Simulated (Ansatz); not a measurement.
The starting structures come from a database of crystals and need not be the phases stable at ambient conditions.

 Where the default PAW files enter, the runs use the earlier of Ansatz's two default sets.

The decay constant κ of evanescent states in the gap governs leakage through a thin film.

Data:

```xyz
8
Lattice="6.0735 0.0000 0.0000 -3.0368 5.2598 0.0000 0.0000 0.0000 10.7776" Properties=species:S:1:pos:R:3 pbc="T T T"
K      0.0000     3.5066     9.8921
K      3.0368     1.7533     0.8855
K      3.0368     1.7533     4.5033
K      0.0000     3.5066     6.2743
K      0.0000     0.0000     2.6944
K      0.0000     0.0000     8.0832
Sb     3.0368     1.7533     8.0832
Sb     0.0000     3.5066     2.6944
```

Space group of this cell: P6_3/mmc. The cell is taken as given.

Transport runs along the normal of the first two printed cell vectors, the (001) plane of the conventional cell.

The gap is the functional's own. No spin-orbit coupling. Mid-gap values are interpolated on the energy grid.

**Question.** State the band gap and the smallest decay constant κ at mid-gap according to Ansatz (an electronic-structure program) with r2SCAN.

**Answer.** Gap 0.80 eV on a 6×6×4 mesh; κ = 0.090 1/Å, at the zone centre.
